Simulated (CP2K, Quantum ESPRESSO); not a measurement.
A Quantum ESPRESSO input for a self-consistent single point of ZrSe (P-6m2, 2 atoms in the cell) (DFT, PBEsol, plane waves, SSSP 1.1.2 efficiency (PBE) pseudopotentials):

```fortran
&control
   calculation = 'scf',
   prefix = 'ZrSe',
   outdir = './tmp',
   pseudo_dir = './',
   verbosity = 'high',
   tprnfor = .true.,
   tstress = .true.,
/
&system
   ibrav = 4,
   A = 3.5372423283,
   C = 3.5878450000,
   nat = 2,
   ntyp = 2,
   ecutwfc = 40,
   ecutrho = 320,
   occupations = 'smearing',
   smearing = 'fermi-dirac',
   degauss = 0.0099958,
   input_dft = 'pbesol',
/
&electrons
   conv_thr = 1.0d-10,
   mixing_beta = 0.3,
/
ATOMIC_SPECIES
Zr    91.2240  Zr_pbe_v1.uspp.F.UPF
Se    78.9710  Se_pbe_v1.uspp.F.UPF
ATOMIC_POSITIONS crystal
Zr    0.0000000000    0.0000000000    0.0000000000
Se    0.3333333333    0.6666666667    0.5000000000
K_POINTS automatic
7 7 6  0 0 0
```

**Question.** Write the same calculation as an input for CP2K.

**Answer.** One input that does it (others would too):

```
&GLOBAL
  PROJECT run
  RUN_TYPE ENERGY_FORCE
  PRINT_LEVEL LOW
&END GLOBAL
&FORCE_EVAL
  METHOD Quickstep
  STRESS_TENSOR ANALYTICAL
  &DFT
    BASIS_SET_FILE_NAME BASIS_MOLOPT
    POTENTIAL_FILE_NAME GTH_POTENTIALS
    &QS
      METHOD GPW
      EPS_DEFAULT 1E-10
    &END QS
    &MGRID
      CUTOFF 500
      REL_CUTOFF 50
      NGRIDS 5
    &END MGRID
    &SCF
      SCF_GUESS ATOMIC
      EPS_SCF 1E-7
      MAX_SCF 100
      ADDED_MOS 4
      &DIAGONALIZATION
        ALGORITHM STANDARD
      &END DIAGONALIZATION
      &MIXING
        METHOD BROYDEN_MIXING
        ALPHA 0.2
        NBUFFER 12
        BETA 1.5
      &END MIXING
      &SMEAR ON
        METHOD FERMI_DIRAC
        ELECTRONIC_TEMPERATURE [K] 1578.21
      &END SMEAR
    &END SCF
    &KPOINTS
      SCHEME MONKHORST-PACK 7 7 6
      GAMMA_CENTERED T
    &END KPOINTS
    &XC
      &XC_FUNCTIONAL
        &PBE
          PARAMETRIZATION PBESOL
        &END PBE
      &END XC_FUNCTIONAL
    &END XC
    &PRINT
      &MO
        EIGENVALUES T
        OCCUPATION_NUMBERS T
        NDIGITS 8
        FILENAME mo
        &EACH
          QS_SCF 0
        &END EACH
        ADD_LAST NUMERIC
      &END MO
      &MULLIKEN OFF
      &END MULLIKEN
    &END PRINT
  &END DFT
  &SUBSYS
    &CELL
      ABC 3.53724200 3.53724249 3.58784500
      ALPHA_BETA_GAMMA 90.00000000 90.00000000 119.99999539
      PERIODIC XYZ
    &END CELL
    &COORD
      SCALED
      Zr       0.00000000     0.00000000     0.00000000
      Se       0.33333300     0.66666700     0.50000000
    &END COORD
    &KIND Zr
      BASIS_SET DZVP-MOLOPT-SR-GTH-q12
      POTENTIAL GTH-PBE-q12
    &END KIND
    &KIND Se
      BASIS_SET DZVP-MOLOPT-SR-GTH-q6
      POTENTIAL GTH-PBE-q6
    &END KIND
  &END SUBSYS
  &PRINT
    &FORCES ON
    &END FORCES
    &STRESS_TENSOR ON
    &END STRESS_TENSOR
  &END PRINT
&END FORCE_EVAL
```

Basis, cutoffs, solver keys and any potentials are the target program's own. This input uses DFT PBEsol, GPW, DZVP-MOLOPT-SR-GTH basis, GTH-PBE potentials (GTH_POTENTIALS). Both were run: pressure 0.14 GPa in Quantum ESPRESSO and 1.57 in CP2K.

On CP2K: the starting cell comes from a database of computed structures (which also holds hypothetical and non-ambient phases and stackings), without a prior relaxation at this level. Its lattice was rescaled by a random factor within 2.5 % of one. For this run, on top of that: lattice scaled by 0.98. Values carry the incompleteness of an atom-centred basis. The potentials were made for another functional than the one used.

On Quantum ESPRESSO: the starting cell comes from a database of computed structures (which also holds hypothetical and non-ambient phases and stackings), without a prior relaxation at this level. Its lattice was rescaled by a random factor within 2.5 % of one. For this run, on top of that: lattice scaled by 0.98.
